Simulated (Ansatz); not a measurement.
Base system: TeO2 in the fluorite structure (space group Fm-3m, No. 225; a = 5.323 Å; a hypothetical phase, not in the database extracts checked).

Perturbation: a hydrostatic pressure of 4.2 GPa.

Levels (all Ansatz, a first-principles code, PAW, earlier PAW set): PBEsol (420 eV, spin-orbit coupling left out); r2SCAN (500 eV, spin-orbit coupling left out); HSE06 (420 eV, no SOC); PBEsol+SOC (420 eV, spin-orbit coupling included); HSE06+SOC (420 eV, spin-orbit coupling included).

At the geometry relaxed with PBEsol, these levels gave the following band gaps, in shuffled order: (a) 0.99 eV, (b) 1.55 eV, (c) 0.66 eV, (d) 0.71 eV, (e) 1.61 eV.

Question: Match each gap to its level.

Answer: (a) r2SCAN; (b) HSE06+SOC; (c) PBEsol+SOC; (d) PBEsol; (e) HSE06.

Single points use the geometry relaxed with PBEsol. HSE06 was sampled on its mesh, a few special points and the semilocal edge points, so its gap is an upper bound. Differences between runs with and without spin-orbit coupling are approximate. With Te present, leaving out spin-orbit coupling can change the band edges. Load acts through the strain it causes; cell and atoms are relaxed under it. Stability against distortions was not tested.
